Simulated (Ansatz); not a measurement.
## Worked sum: formation energy of CsPbBr3 (Pnma) from the elements

Consider the formation energy of CsPbBr3 (Pnma) from the elements. Reaction: 3 Br (Cmce) + Cs (bcc) + Pb (fcc) → CsPbBr3 (Pnma). The sign is products less reactants. The value is per atom of the solid.

CsPbBr3 (Pnma), 20 atoms in the cell. Conventional cell: a = 8.4006 Å, b = 11.7855 Å, c = 8.0706 Å, α = 90.00°, β = 90.00°, γ = 90.00°.

Setting: static, neutral cells in Ansatz (PAW) whose structures rest at the PBE+D3(BJ) level. Ansatz (a program for electronic structure) runs with its default PAW set. Other levels take these structures. The lattices are those relaxed with PBE+D3(BJ), so at other levels the solids can be strained. Larger cells are relaxed from a start prepared with the learned potential CHGNet, on a coarser mesh till forces fall under 0.03 eV/Å, which some starts already meet. Spin-orbit coupling is left out.

Total energies of the cells in eV, at zero smearing width. They compare only within one column; the weights balance every element.

| cell | atoms | weight | r2SCAN+D4 |
|---|---|---|---|
| CsPbBr3 (Pnma) | 20 | +1 | -103972.80575 |
| Br (Cmce) | 4 | −3 | -11171.78427 |
| Cs (bcc) | 1 | −4 | -5685.93366 |
| Pb (fcc) | 1 | −4 | -11920.99146 |

r2SCAN+D4: (-103972.80575) − 3 × (-11171.78427) − 4 × (-5685.93366) − 4 × (-11920.99146) = -29.752 eV; dividing by 20 atoms gives -1.49 eV/atom.

What follows from the r2SCAN+D4 value: A formula unit of CsPbBr3 has 5 atoms, so it forms with -1.4876 × 5 = -7.438 eV, or -717.7 kJ/mol at 96.485 kJ/mol per eV.
